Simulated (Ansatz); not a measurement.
Structure of amorphous Ga₂₄O₃₈Ti (periodic cell):

```
Ga24TiO38
1.0
    8.94935     0.18817    -0.30276
    0.18817     8.72696     0.32675
   -0.30276     0.32675    10.08478
Ga O Ti
24 38 1
Cartesian
  8.43083   1.37167   0.20622
  7.46118   0.71176   7.67329
  1.40075   1.58412   5.18460
  1.29254   4.81252   4.97900
  7.38462   2.13086   3.07621
  4.62353   5.39216   5.82673
  4.19171   6.93259   9.58777
  4.31499   2.27730   6.98053
  5.63279   8.16329   6.32813
  8.04401   6.25910   6.40073
  6.24030   4.17796   8.61660
  2.46483   7.09272   7.02701
  0.65608   7.90518   4.46959
  8.77585   4.82290   1.86459
  7.36006   6.85796   0.25876
  0.03548   3.14860   7.73384
  6.43136   5.39391   3.49429
  1.83933   2.33762   1.78487
  2.77427   8.16263   1.94577
  1.74483   0.86517   8.70797
  1.09208   5.53487   9.27619
  5.40856   0.97859   0.55832
  3.25249   5.07847   2.40002
  3.24982   3.64985   9.49900
  7.40579   7.93155   6.85327
  5.06068   3.08019   9.85776
  4.95750   4.01116   7.14475
  0.79867   6.34161   7.65107
  4.92999   8.40970   4.65780
  0.77948   3.26080   5.89677
  3.15410   3.51911   1.29371
  0.31305   1.22549   7.53394
  7.05785   1.11105   1.48016
  5.92028   5.88633   9.44995
  0.05347   2.72334   1.56832
  7.69338   3.98466   3.25806
  3.16347   2.03723   8.43945
  3.04434   5.46273   9.11792
  1.54537   4.57508   3.13159
  3.35503   1.98011   5.45859
  1.55146   0.77590   0.48372
  8.05485   8.71191   9.69337
  0.15469   5.54132   0.52991
  3.56828   6.58037   1.32564
  2.71233   7.97938   8.76653
  2.18759   1.54594   3.38857
  5.62409   2.24180   3.65840
  4.58535   5.05888   3.69438
  4.44470   6.94535   7.07942
  1.21484   3.65940   9.09159
  7.47886   2.56502   8.69445
  6.36973   5.95495   5.29356
  5.70911   1.07981   6.95631
  1.86148   8.42758   5.82927
  7.36350   6.22537   2.07229
  0.00158   6.19875   5.02212
  3.99394   0.71140   1.79287
  5.40239   8.33458  10.15539
  7.71645   4.72119   7.42047
  2.75469   5.56818   5.79019
  8.60140   1.08904   4.04891
  1.43048   7.46912   2.90228
  4.16627   1.26668   3.78263
```

Methods: PBE, scalar-relativistic without spin-orbit coupling (Ansatz, an electronic-structure program); r2SCAN, scalar-relativistic without spin-orbit coupling (Ansatz); HSE06, scalar-relativistic without spin-orbit coupling (Ansatz). Neutral PBE cell, which sets geometry, pressure and energy: sampling: a 2×2×2 Γ-centred mesh; Fermi-Dirac width 0.02 eV; no spin polarisation. Exact exchange is cut at the faces of this 9 Å cell, which leaves hybrid gaps a finite-size error.

Preparation: random packing, a CHGNet melt and quench, and a DFT relaxation. O atoms were pushed apart under 1.9 Å during the dynamics, to hinder bonds among them. The hot cell started wider than the set density and was brought back towards it in steps. It is the lowest in DFT energy of 2 quenches. It is a model cell: composition and starting density were chosen by hand, and all elements were melted together. No dispersion term was used. Its density started from a set value of 4.92 and ended at 4.92 g/cm³. The simulated quench (nominally 280 K/ps over its main leg) is rapid and tends to freeze in more defects than a deposited or slowly cooled glass has. Values belong to this one cell and scatter from quench to quench. The volume was held where the preparation left it and the shape relaxed.

Q: Give the pressure, the energy against reference phases and the spacing of the highest filled and lowest empty levels.

A: 
```yaml
Pressure on a 2×2×2 Γ-centred mesh: -0.07 GPa
Largest force and stress component on that mesh (the relaxation ran on the zone centre alone): 0.12 eV/Å and 0.2 GPa
Energy relative to beta Ga2O3 + anatase TiO2 (lowest mix at this level among the phases computed, not always the ambient ones): 0.101 eV/atom
Gap on a 2×2×2 Γ-centred mesh (PBE): 2.03 eV
Gap at the zone centre (PBE): 2.04 eV
Gap at the zone centre (r2SCAN): 2.61 eV
Gap at the zone centre (HSE06): 3.78 eV
Distance between the nearest levels spread over more than a fifth of the atoms or a third of the atoms of their main element (six at least) (PBE, zone centre): 2.04 eV
```

Q: At PBE and the zone centre, how localised are the states just below and above the Fermi level (participation number: the atoms over which a state spreads)?

A: The highest filled state is spread over 16.3 atoms' worth, largest on O62, with weights by element (charge in smoothed Voronoi cells) O 0.96, Ga 0.04, Ti 0.00. The lowest empty state is spread over 58.0 atoms' worth, largest on Ga11, with weights by element (charge in smoothed Voronoi cells) O 0.52, Ga 0.47, Ti 0.01.

Cut-offs for bonds: Ga-Ga 2.68 Å, Ga-O 2.28 Å, Ga-Ti 2.90 Å, O-O 1.58 Å, O-Ti 2.49 Å, Ti-Ti 3.12 Å. Two cations that share two anions don't count as bonded, nor two that share one unless they lie closer than Ga-Ga 2.61 Å, Ga-Ti 2.82 Å, Ti-Ti 3.04 Å.

Added carriers, by PBE, scalar-relativistic without spin-orbit coupling in Ansatz on the zone centre alone. Charged cells keep the cell fixed and stand in a uniform background, with no image correction, at a width of 0.01 eV; where the count is odd the moment is locked at 1 μB, unless the neutral cell bore moments. Each starts from the undistorted neutral geometry alone. PBE's self-interaction favours spread-out carriers, so it can miss traps that a hybrid finds.

Q: What happens at PBE when the cell takes an extra electron and the atoms relax?

A: Relaxation lowers the charged cell by 0.01 eV. The largest moves are O32 0.02 Å, Ga13 0.02 Å, O57 0.02 Å, O47 0.01 Å. The level that holds the added charge spreads over 58.1 atoms' worth, most on Ga11 (weight 0.03): a carrier spread over the cell. No bond crosses its cut-off with a change of over 0.15 Å (metal-metal contacts aside). Made neutral again at that geometry, the cell lies +0.01 eV from the neutral start.

Q: What happens at PBE when the cell takes a hole and the atoms relax?

A: Relaxation lowers the charged cell by 0.05 eV. The largest moves are O62 0.14 Å, O39 0.05 Å, O58 0.04 Å, Ga7 0.04 Å. The level that was emptied spreads over 20.1 atoms' worth, most on O62 (weight 0.12): a carrier spread over the cell. No bond crosses its cut-off with a change of over 0.15 Å (metal-metal contacts aside). Made neutral again at that geometry, the cell lies +0.05 eV from the neutral start.
